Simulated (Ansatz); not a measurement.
System: TaTe (model structure, Fm-3m, No. 225, 2 atoms in the cell). Method: PBE (plane waves, PAW; Ansatz, a quantum-chemistry and plane-wave program).

Numerical settings: plane-wave cutoff 520 eV, 18×18×18 k mesh, Fermi–Dirac smearing 0.05 eV, scalar-relativistic PAW data made under PBE.

Cell (relaxed at this level):

```xyz
2
Lattice="0.0000 2.8494 2.8494 2.8494 0.0000 2.8494 2.8494 2.8494 0.0000" Properties=species:S:1:pos:R:3 pbc="T T T"
Ta     0.0000     0.0000     0.0000
Te     2.8494     2.8494     2.8494
```

Q: Give the computed bulk modulus B0.

A: 
* **bulk modulus B0**: 107 GPa

The run finds no gap.

Note: the bulk modulus is −V dP/dV from two relaxed cells at ±2 % in volume; the relaxation could raise the start's symmetry but not lower it, so the cell can be a saddle point.

Spin–orbit coupling is not included; it can open a gap where bands touch, and shift volumes and moduli.

The computed numbers hold no vibrational or temperature effects.

A model structure was made by putting elements into a prototype or built by hand; it is no filed structure, need not be a known phase, and can be a saddle point held by its symmetry.
